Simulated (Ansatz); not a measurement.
BN: uniaxial strain ε_zz = +2.40 %

Base system: BN in the wurtzite structure (space group P6_3mc, No. 186; a = 2.5410 Å, c = 4.2033 Å). Axes: x lies along a and z along c of the hexagonal cell.

It is then changed as follows: the cell is stretched by 2.40 % along z with no lateral relaxation; the atoms relax in the strained cell.

All numbers come from plane-wave PAW DFT at the PBEsol level (Ansatz, a quantum-chemistry and plane-wave program, 420 eV), no spin-orbit coupling. Γ-centred 15×15×8 mesh, Fermi–Dirac width 0.05 eV.

| quantity | base | changed | shift |
|---|---|---|---|
| volume per atom | 5.88 Å³ | 6.02 Å³ | +0.14 Å³ |
| space group | P6_3mc (No. 186) | P6_3mc (No. 186) | – |
| energy relative to the base (free energy F) | 0 meV/atom | +10 meV/atom | +10 meV/atom |
| band gap | 4.96 eV | 4.94 eV | -0.02 eV |
| gap character | indirect, Γ → K | indirect, Γ → K | – |
| smallest direct gap | 8.21 eV | 7.65 eV | -0.568 eV |
| width of the top valence band | 5.49 eV | 5.29 eV | -0.20 eV |
| electron mass | 0.30 mₑ along c, 0.50 mₑ across (at K) | 0.29 mₑ along z, 0.45 mₑ across (at K) | – |
| valence-band top at Γ (three highest levels, from the VBM) | 0.00, 0.00, -0.28 eV | 0.00, 0.00, -0.34 eV | – |
| stress (xx, yy, zz, yz, xz, xy; compression positive) | – | (-1.32, -1.32, -22.94, 0.00, 0.00, 0.00) GPa | – |

Final structure:

```
CELL_PARAMETERS angstrom
      2.54100     0.00000     0.00000
     -1.27050     2.20057     0.00000
      0.00000     0.00000     4.30418
ATOMIC_POSITIONS crystal
  B  0.33333 0.66667 0.00007
  B  0.66667 0.33333 0.50007
  N  0.33333 0.66667 0.37493
  N  0.66667 0.33333 0.87493
```

Cost of the whole job for the changed cell (relaxation, final SCF and bands): about 13 core-seconds (a rough figure).

Masses are band curvatures over ±0.01 Å⁻¹ around the edge. Gaps are read on the SCF mesh and a high-symmetry path. Stability against distortions was not tested.
